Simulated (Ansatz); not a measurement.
Symmetric slabs, relaxed from ideal cuts in 1x1 cells, of elemental solids: work function (eV) by functional, in Ansatz (plane waves, PAW). All structures are PBE's; the other columns are single points with references at the same level. No spin-orbit coupling, Hubbard U or dispersion.

```tsv
system	PBE	LDA	PBEsol	RPBE	r2SCAN
fcc Ca (320), ideal cut with outer spacing 0.77 Å	2.73	2.86	2.76	2.65	2.75
beta tin (103), ideal cut with outer spacing 0.26 Å	4.07	4.34	4.15	3.96	4.19
hcp Sc (30-31), ideal cut with outer spacing 0.47 Å	3.41	3.56	3.46	3.32	3.50
hcp Zr (11-23), ideal cut with outer spacing 0.59 Å	3.36	3.60	3.43	3.23	3.34
hcp Zr (10-12), ideal cut with outer spacing 0.63 Å	3.43	___	3.50	3.30	3.41
hcp Ti (10-13), ideal cut with outer spacing 0.22 Å	3.54	3.77	3.61	3.41	___
hcp Y (10-13), ideal cut with outer spacing 0.27 Å	2.93	3.11	___	2.82	2.92
fcc Pb (321), ideal cut with outer spacing 0.67 Å	3.78	4.08	3.86	3.64	3.86
hcp Mg (31-41), ideal cut with outer spacing 0.13 Å	3.54	3.68	3.58	3.47	3.60
hcp Zn (20-23), ideal cut with outer spacing 0.16 Å	4.15	4.47	___	4.01	___
beta tin (103), ideal cut with outer spacing 0.79 Å	4.04	4.31	4.12	3.93	4.16
hcp Zn (21-33), ideal cut with outer spacing 0.13 Å	4.31	4.61	4.42	4.17	4.41
```

Q: What belongs in the gaps?

A: 
- hcp Zr (10-12), ideal cut with outer spacing 0.63 Å, LDA: 3.67
- hcp Ti (10-13), ideal cut with outer spacing 0.22 Å, r2SCAN: 3.53
- hcp Y (10-13), ideal cut with outer spacing 0.27 Å, PBEsol: 2.98
- hcp Zn (20-23), ideal cut with outer spacing 0.16 Å, PBEsol: 4.26
- hcp Zn (20-23), ideal cut with outer spacing 0.16 Å, r2SCAN: 4.24

The rows are a random draw from the class, without slabs that broke up, higher cuts of a face and adsorbates that left their site. Mean shift from PBE over these rows: LDA 0.23 eV (from 0.13 to 0.31, 12 rows); PBEsol 0.07 eV (from 0.03 to 0.11, 12 rows); RPBE -0.12 eV (from -0.14 to -0.07, 12 rows); r2SCAN 0.05 eV (from -0.02 to 0.12, 12 rows).

Ansatz is a program for electronic structure.
